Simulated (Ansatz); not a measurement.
# A computed series for LuAs: pressure series

Base system: LuAs in the rock salt structure (space group Fm-3m, No. 225; a model cell, its experimental status unchecked).

```xyz
2
Lattice="0.0000 2.8051 2.8051 2.8051 0.0000 2.8051 2.8051 2.8051 0.0000" Properties=species:S:1:pos:R:3 pbc="T T T"
As     0.0000     0.0000     0.0000
Lu     2.8051     2.8051     2.8051
```

Cell and atoms are relaxed at each pressure.

Level of theory: Ansatz (a quantum-chemistry and plane-wave program) PBEsol, scalar-relativistic without spin-orbit coupling.

```
P (GPa)  V (Å³/atom)
-------  -----------
-2.02         22.625
-1.02         22.342
0.88          21.849
2.10          21.559
4.50          21.037
9.00          20.201
14.98         19.290
22.49         18.366
29.99         17.609
```

A third-order Birch–Murnaghan fit to these points gives V₀ = 22.07 Å³/atom, B₀ = 86 GPa and B₀′ = 3.9. At pressure 30 GPa the volume is 79.8 % of V₀.

Load acts through the strain it causes; cell and atoms are relaxed under it. No phonon test of stability was made. No other phases were tried under pressure. The final runs are not spin-polarised.
